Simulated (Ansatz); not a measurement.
The complex N on the C site + N on the C site (second shell) in 3C silicon carbide (the C site; C 4.38 Å away) and its isolated parts, with the Fermi level 0.70 eV above the valence-band maximum, each in its stable bound charge state.

Level of theory: PBE, PAW (plane waves to 420 eV; Ansatz, a quantum-chemistry and plane-wave program). Details: 64-site cell; 2×2×2 shifted k-points; host gap 1.37 eV; charged states image-corrected; not converged in cell size; flagged in the runs: for some of the defects a doubtful potential alignment, a strain field that reaches the edge of the cell.

| defect | charge | E_f, elements as references (eV) |
|---|---|---|
| N on the C site | +1 | -1.43 |
| N on the C site | +1 | -1.43 |
| N on the C site + N on the C site (second shell) | +2 | -2.55 |

Binding energy, the parts less the complex: -1.43 + -1.43 − (-2.55) = -0.31 eV, not bound.
